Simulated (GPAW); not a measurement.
Band structure of AgPt (P-6m2, 2 atoms in the cell).

```xyz
2
Lattice="2.7830 0.0000 0.0000 -1.3915 2.4102 0.0000 0.0000 0.0000 4.7951" Properties=species:S:1:pos:R:3 pbc="T T T"
Ag     0.0000     0.0000     2.3976
Pt     1.3915     0.8034     0.0000
```

Method of the run: PBEsol, GPAW PAW datasets PBEsol (made by gpaw-setup) (plane waves; GPAW).

Settings: mode = pw; ecut = 600 eV; xc = PBEsol; kpts = 11 11 6; mesh shift (steps) = 0 0 0; occupations.name = methfessel-paxton; occupations.width = 0.1 eV; occupations.order = 0; nbands = -10; convergence.density = 1e-05 e/electron; symmetry.symmorphic = false; symmetry.tolerance = 0.0005; maxiter = 150; bandpath_npoints = 40.

The starting cell comes from a database of computed structures (which also holds hypothetical and non-ambient phases and stackings), without a prior relaxation at this level. Spin-orbit coupling is off. Spin polarisation is off.

Levels in eV from the Fermi level, bands 13 to 20:
```csv
point,13,14,15,16,17,18,19,20
Γ,-3.20,-2.78,-2.78,-0.47,-0.47,-0.47,4.41,16.06
M,-2.45,-2.26,-0.66,0.68,1.28,3.51,7.41,8.18
K,-2.76,-1.91,-1.50,-1.21,4.11,4.91,5.08,10.96
A,-3.48,-3.45,-2.35,-2.35,-0.54,-0.54,10.99,12.18
L,-2.13,-1.34,-0.89,0.68,1.30,1.59,6.08,6.38
H,-2.75,-2.60,-1.63,-0.56,5.03,5.98,6.64,7.12
```

Bands cross the Fermi level along this path, so the cell is metallic at this level.
